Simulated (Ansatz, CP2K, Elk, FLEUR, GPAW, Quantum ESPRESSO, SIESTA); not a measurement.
Code comparison for PbS (Fm-3m, 2 atoms in the cell)

Self-consistent single point, at a second geometry (lattice scaled by 0.98). First geometry:

```xyz
2
Lattice="0.0000 2.9700 2.9700 2.9700 0.0000 2.9700 2.9700 2.9700 0.0000" Properties=species:S:1:pos:R:3 pbc="T T T"
Pb     0.0000     0.0000     0.0000
S      2.9700     2.9700     2.9700
```

Shared settings, as Ansatz (a program for electronic structure) writes them: kpoints.mp_grid.grid = 7 7 7; scf.occupations.method = fermi_dirac; scf.occupations.width = 0.05 eV. Potentials and cutoffs stand in the table.

| code | model | ΔF from the first geometry (meV/atom) | pressure (GPa) | cutoff |
|---|---|---|---|---|
| Quantum ESPRESSO | PBE, PSlibrary PAW (PBE) pseudopotentials | 38.3 | 5.38 | 55 Ry |
| Elk | PBE, all-electron FP-LAPW, Elk's shipped species files, default APW+lo basis | 42.2 | – | rgkmax 7 |
| CP2K | PBE, GPW, DZVP-MOLOPT-SR-GTH basis, GTH-PBE potentials (GTH_POTENTIALS) | 37.2 | 6.05 | grid 400 Ry |
| FLEUR | PBE, all-electron FLAPW (FLEUR), scalar-relativistic valence | 38.3 | – | Kmax 3.9 1/bohr |
| GPAW | PBE, GPAW PAW datasets PBE (gpaw-data 1.0.1) | 35.2 | 5.73 | 550 eV |
| Ansatz | PBE, default PAW files | 37.4 | 6.06 | default |
| SIESTA | GGA PBE, numerical atomic orbitals TZP, PseudoDojo PBE standard norm-conserving potentials (rewritten from UPF to PSML) | 41.3 | 6.47 | grid 350 Ry |

For Quantum ESPRESSO (by 0.8 GPa) the energy change implies a higher mean pressure, against the two pressures, than for the other programs: a sign of finite-basis (Pulay) stress.

A dash marks a value that a program does not give, or that is left out as unsure.

On Ansatz's run: spin-orbit coupling is off.

The spread over the programs that give each value: ΔF from the first geometry within 7.0 meV/atom; pressure within 1.09 GPa.

CP2K and SIESTA use small atom-centred bases, whose incompleteness enters pressures, forces and empty levels differently from a plane-wave cutoff. Elk and FLEUR treat all electrons, but the usual bases taken here (sphere radii, linearisation, local orbitals, empty states) were not tested for convergence, so the values are no reference for the others. Ansatz's pressure is given at a fixed set of plane waves, as the other plane-wave codes print theirs.

This mesh misses zone-boundary points where a band edge of such crystals can lie, so no gaps are given.

The starting cell has typed, rounded lattice constants, without a prior relaxation at this level. For this run, on top of that: lattice scaled by 0.98.

Left out of this page: ABINIT (with a known weakness of the program).

Keys are those of Ansatz 0.2.
